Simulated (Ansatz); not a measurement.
Take BN in the h-BN type structure (space group P6_3/mmc, No. 194; layered, stacked along the Cartesian z axis) as the base.

```xyz
4
Lattice="2.5006 0.0000 0.0000 -1.2503 2.1656 0.0000 0.0000 0.0000 6.5258" Properties=species:S:1:pos:R:3 pbc="T T T"
B      0.0000     1.4437     1.6315
B      1.2503     0.7219     4.8944
N      0.0000     1.4437     4.8944
N      1.2503     0.7219     1.6315
```

Cartesian axes are those of the cell as printed.

The values are results of Ansatz (a program for electronic structure) r2SCAN+rVV10, scalar-relativistic without spin-orbit coupling, not measurements.

For the base:

- Band gap = 4.74 eV
- Smallest direct gap = 5.18 eV
- Shortest interatomic distance = 1.444 Å

The change: the cell is compressed by 0.88 % along x with no lateral relaxation, atoms relaxed at fixed cell.

### Question
Predict the new energy relative to the base, band gap, smallest direct gap and shortest interatomic distance.

### Answer
The energy increases by 2.0 meV/atom; the band gap falls by 0.02 eV, from 4.74 eV to 4.72 eV; the smallest direct gap goes up by 0.025 eV (5.18 eV → 5.20 eV); the shortest interatomic distance drops by 0.008 Å to 1.436 Å.

The cells carry an imposed strain or load. Stability against distortions was not tested.
